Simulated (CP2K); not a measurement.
Convergence series on Na3TlBr6 (Fm-3m, 10 atoms in the cell)

```xyz
10
Lattice="8.1279 0.0000 0.0000 4.0640 7.0390 0.0000 4.0640 2.3463 6.6364" Properties=species:S:1:pos:R:3 pbc="T T T"
Na    12.1919     7.0390     4.9773
Na     4.0640     2.3463     1.6591
Na     8.1279     4.6927     3.3182
Tl     0.0000     0.0000     0.0000
Br     8.1279     2.3023     1.6280
Br     8.1279     7.0830     5.0085
Br     6.0578     5.8878     1.6280
Br    10.1980     3.4975     5.0085
Br     6.0578     3.4975     5.0085
Br    10.1980     5.8878     1.6280
```

Level of theory: LDA (Pade form), GPW, DZVP-MOLOPT-SR-GTH basis, GTH-PADE potentials (GTH_POTENTIALS) (CP2K 2026.2).

The starting cell comes from a database of computed structures (which also holds hypothetical and non-ambient phases and stackings), without a prior relaxation at this level. Its lattice was rescaled by a random factor within 2.5 % of one. Spin-orbit coupling is off. Values carry the incompleteness of an atom-centred basis.

Held fixed: CUTOFF = 950 Ry; REL_CUTOFF = 40 Ry; XC_FUNCTIONAL = PADE; Na/BASIS_SET = DZVP-MOLOPT-SR-GTH-q9; Na/POTENTIAL = GTH-PADE-q9; Tl/BASIS_SET = DZVP-MOLOPT-SR-GTH-q13; Tl/POTENTIAL = GTH-PADE-q13; Br/BASIS_SET = DZVP-MOLOPT-SR-GTH-q7; Br/POTENTIAL = GTH-PADE-q7; METHOD = GPW; EPS_DEFAULT = 1e-11; NGRIDS = 5; SCF_GUESS = ATOMIC; EPS_SCF = 1e-06; MAX_SCF = 100; ADDED_MOS = 14; MIXING/METHOD = BROYDEN_MIXING; MIXING/ALPHA = 0.3; MIXING/NBUFFER = 8. Moved along with it: GAMMA_CENTERED.

ΔF is the free energy per atom less that of the last row (MONKHORST-PACK 8 8 8).

The series runs over KPOINTS/SCHEME = default; MONKHORST-PACK 2 2 2; MONKHORST-PACK 3 3 3; MONKHORST-PACK 4 4 4; MONKHORST-PACK 5 5 5; MONKHORST-PACK 6 6 6; MONKHORST-PACK 7 7 7; MONKHORST-PACK 8 8 8.

Task: From which setting on does the largest force stay within 0.005 eV/Å of the last one?

Result: From KPOINTS/SCHEME = MONKHORST-PACK 4 4 4 on; the one before it is off by 0.0066 eV/Å. The value it settles on is 0.302 eV/Å at this level of theory and with the other settings as held.

Task: From which setting on does the energy stay within 1 meV/atom of the last one?

Result: From KPOINTS/SCHEME = MONKHORST-PACK 3 3 3 on; the one before it is off by 7.5 meV/atom.

| KPOINTS/SCHEME | ΔF (meV/atom) | pressure (GPa) | largest force (eV/Å) | gap on the mesh (eV) | k-points |
|---|---|---|---|---|---|
| default | 318.3 | -0.19 | 0.689 | 0.214 | 1 |
| MONKHORST-PACK 2 2 2 | 7.5 | -2.67 | 0.338 | 0.409 | 8 |
| MONKHORST-PACK 3 3 3 | 0.60 | -2.72 | 0.308 | 0.423 | 14 |
| MONKHORST-PACK 4 4 4 | 0.08 | -2.72 | 0.303 | 0.426 | 36 |
| MONKHORST-PACK 5 5 5 | 0.01 | -2.72 | 0.302 | 0.426 | 63 |
| MONKHORST-PACK 6 6 6 | 0.00 | -2.72 | 0.302 | 0.426 | 112 |
| MONKHORST-PACK 7 7 7 | 0.00 | -2.72 | 0.302 | 0.426 | 172 |
| MONKHORST-PACK 8 8 8 | 0.00 | -2.72 | 0.302 | 0.426 | 260 |

The gap is read on the k-point mesh of the run and can differ from the gap over the whole zone at this level.
